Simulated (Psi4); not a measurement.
Psi4 1.11, PBE/def2-tzvp: 1,1-difluoroethane (CC(F)F), 8 atoms. The geometry is a generated start, not checked to be a minimum at this level.

```
Item                                 Result
--------------------------  ---------------
task                                 energy
method                                  pbe
basis                             def2-tzvp
memory                                 3 GB
maxiter                                 100
keys of the molecule block      symmetry c1
scf_type                       df (default)
e_convergence               1e-06 (default)
d_convergence               1e-06 (default)
dft_radial_points              75 (default)
dft_spherical_points          302 (default)
basis functions                         148
grid points                          173341
```

```xyz
8

C     -0.7837    -0.1532     0.0156
C      0.7022     0.1276     0.0602
F      1.3882    -0.7639    -0.6970
F      0.9774     1.3506    -0.4618
H     -1.1276    -0.1118    -1.0158
H     -0.9780    -1.1422     0.4224
H     -1.3096     0.5943     0.6022
H      1.1311     0.0985     1.0741
```

With the defaults (diis = true, scf_initial_accelerator = adiis, damping_percentage = 0, diis_max_vecs = 10, guess = auto, which took SAD, level_shift = 0, level_shift_cutoff = 0.01, soscf = false) it converges in 9 SCF iterations. One run each on 2 threads, with these changes:
- diis_max_vecs = 6
- guess = core
- diis = false, scf_initial_accelerator = none, damping_percentage = 60
- guess = sadno
- diis_max_vecs = 20
- guess = huckel
- level_shift = 0.5, level_shift_cutoff = 0.001
- guess = modhuckel
- soscf = true

**Question.** Name the settings that don't reach the solution of the defaults.

**Answer.** No convergence: diis = false, scf_initial_accelerator = none, damping_percentage = 60 (the run ends without SCF convergence in 100 iterations). The rest reach the solution of the defaults.

```tsv
setting	SCF iterations	JK calls	end
soscf = true	5	16	same solution
level_shift = 0.5, level_shift_cutoff = 0.001	8	9	same solution
the defaults	9	10	same solution
diis_max_vecs = 6	9	10	same solution
diis_max_vecs = 20	9	10	same solution
guess = huckel	10	28	same solution
guess = modhuckel	10	28	same solution
guess = sadno	10	10	same solution
guess = core	13	13	same solution
diis = false, scf_initial_accelerator = none, damping_percentage = 60	100	101	no convergence
```

An SOSCF iteration holds several JK calls; a Hückel guess adds calls on atoms.
